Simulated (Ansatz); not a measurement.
The starting structures come from a database of crystals and need not be the phases stable at ambient conditions.

Here is the system:

```
CELL_PARAMETERS angstrom
     -1.71863     1.71863     4.28941
      1.71863    -1.71863     4.28941
      1.71863     1.71863    -4.28941
ATOMIC_POSITIONS crystal
  Ti 0.00000 0.00000 0.00000
  Au 0.66438 0.66438 0.00000
  Au 0.33562 0.33562 0.00000
```

The cell is taken as given; by PBEsol it stands under a pressure of -4.5 GPa.

The run has a spin-polarised start.

Task: Do the moments survive in PBEsol run with Ansatz (an electronic-structure program)?

Result: Hardly: the largest site moment (in a sphere of 0.41 times the shortest bond) ends at 0.17 μB at a Fermi-Dirac width of 0.1 eV, which can also quench a weak itinerant magnet.
